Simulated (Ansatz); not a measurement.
We consider AlPO4 (I-4, No. 82; cell taken from a computed entry), described by LDA (plane waves, PAW; Ansatz, a quantum-chemistry and plane-wave program).

Numerical settings: plane-wave cutoff 520 eV, 10×10×10 k mesh, Fermi–Dirac smearing 0.01 eV, scalar-relativistic PAW data made under PBE.

Cell (relaxed at this level):

```yaml
crystal:
  lattice:
    - [-2.48690, 2.48690, 3.67313]
    - [2.48690, -2.48690, 3.67313]
    - [2.48690, 2.48690, -3.67313]
  atoms:
    - { symbol: Al, position: [0.00000, 0.00000, 0.00000] }
    - { symbol: P, position: [0.75000, 0.25000, 0.50000] }
    - { symbol: O, position: [0.96931, 0.59885, 0.83218] }
    - { symbol: O, position: [0.40115, 0.23333, 0.37046] }
    - { symbol: O, position: [0.76667, 0.13714, 0.16782] }
    - { symbol: O, position: [0.86286, 0.03069, 0.62954] }
```

### Question
Predict the band gap.

### Answer

- band gap: 5.71 eV (direct)

Static lattice: no zero-point or thermal effects.
